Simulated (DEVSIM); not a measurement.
Device: illuminated CdTe n-on-p cell, one wavelength, at 400 K.

```tsv
layer (left to right)	material	thickness (μm)	Nd (cm⁻³)	Na (cm⁻³)	τn (s)	τp (s)	absorption coefficient (cm⁻¹)
1	CdTe	0.940	5.6e17	-	2e-11	3.4e-10	9100
2	CdTe	2.00	-	5.5e15	1.8e-9	1.8e-9	9100
```

Left contact: ohmic, minority hole recombination velocity 2e5 cm/s. Right contact: ohmic, minority electron recombination velocity 2e6 cm/s. Voltage is applied to the left contact. Recombination: SRH at mid-gap, radiative, Auger. Light enters at the left, 9.3e17 photons cm⁻² s⁻¹, one pass, no reflection. Mobility is μmin + (μ − μmin)/(1 + (N/Nref)^α).

The device is made up for the run: typed textbook-type constants, with dimensions and the other settings drawn at random. Values at 300 K; Nc and Nv go as T^1.5, mobilities as T to minus their exponent, the gap by Varshni's rule with the affinity fixed.

| parameter | CdTe |
|---|---|
| gap (eV) | 1.5 |
| affinity (eV) | 4.28 |
| permittivity | 10.2 |
| Nc (cm⁻³) | 8e17 |
| Nv (cm⁻³) | 1.8e19 |
| μn (cm²/Vs) | 1000 |
| μp (cm²/Vs) | 80 |
| μn,min | 100 |
| μp,min | 10 |
| Nref,n | 1e17 |
| Nref,p | 1e17 |
| αn | 0.6 |
| αp | 0.6 |
| T exponent of μn | 1.7 |
| T exponent of μp | 1.5 |
| B (cm³/s) | 1e-10 |
| Cn (cm⁶/s) | 1e-30 |
| Cp (cm⁶/s) | 1e-30 |
| Varshni α (eV/K) | 0.00031 |
| Varshni β (K) | 108 |

Simulated with DEVSIM: 1D drift-diffusion, Boltzmann statistics, complete ionisation; no tunnelling, impact ionisation, image-force lowering or self-heating.

Base results: fill factor 0.72; dark forward voltage at 1 A/cm² (V) 0.820; largest power (mW/cm²) 25.5; open-circuit voltage (V) 0.694.

What follows from this one change: thickness of layer 2 2 → 0.4 μm?

fill factor 0.72 → 0.73; dark forward voltage at 1 A/cm² 0.820 → 0.765 V; largest power 25.5 → 13.5 mW/cm²; open-circuit voltage 0.694 → 0.626 V.

What follows from this one change: photon flux 9.3e+17 → 9.3e+16 cm^-2 s^-1?

fill factor 0.72 → 0.67; dark forward voltage at 1 A/cm² little changed (0.820 V); largest power 25.5 → 1.99 mW/cm²; open-circuit voltage 0.694 → 0.581 V.

What follows from this one change: thickness of layer 1 0.94 → 4.7 μm?

fill factor 0.72 → 0.64; dark forward voltage at 1 A/cm² little changed (0.820 V); largest power 25.5 → 0.556 mW/cm²; open-circuit voltage 0.694 → 0.518 V.
